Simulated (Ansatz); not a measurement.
**Report: rocksalt MgO (Fm-3m), hydrostatic pressure**

Cell and atoms are relaxed with PBEsol to each stress (compression positive); bands and masses by PBEsol, rigid bands (plane waves, PAW, scalar-relativistic; Ansatz, a first-principles code).

```yaml
crystal:
  lattice:
    - [0.00000, 2.10703, 2.10703]
    - [2.10703, 0.00000, 2.10703]
    - [2.10703, 2.10703, 0.00000]
  atoms:
    - { symbol: Mg, position: [0.00000, 0.00000, 0.00000] }
    - { symbol: O, position: [0.50000, 0.50000, 0.50000] }
```

```csv
stress (GPa),ln(V/V₀) (%),gap (eV),mean mₑ*
-2.00,1.31,4.497,0.35
0,0,4.620,0.35
2.00,-1.23,4.741,0.36
5.00,-2.98,4.912,0.36
10.00,-5.64,5.183,0.37
15.00,-8.06,5.433,0.38
```

 Masses are conductivity masses at 300 K in electron masses, harmonic means over x, y and z.

Question: Estimate the bulk modulus from the two loads next to zero.

Answer: B ≈ −Δp/Δln V = 4.00 GPa/2.54 % = 157 GPa (PBEsol), a mean over this interval.

Question: How fast does the gap move on either side of zero load?

Answer: Under tension, (4.497 − 4.620) eV over -2.00 GPa = 62 meV/GPa, or about -9.4 eV per unit ln V; under compression, (4.741 − 4.620) eV over 2.00 GPa = 60 meV/GPa, or about -9.8 eV per unit ln V. The two slopes part by 2 meV/GPa; gaps are resolved to about 0.01 eV, which allows 10 meV/GPa, so these rows don't tell them apart.

Masses are those of dilute carriers in rigid bands with one relaxation time, without polarons. Third decimals of gaps are kept for the arithmetic. Spin-orbit coupling is left out. Every relaxation keeps the rocksalt phase (space group Fm-3m under this load), so a transition, a distortion that breaks the symmetry or fracture can't show.
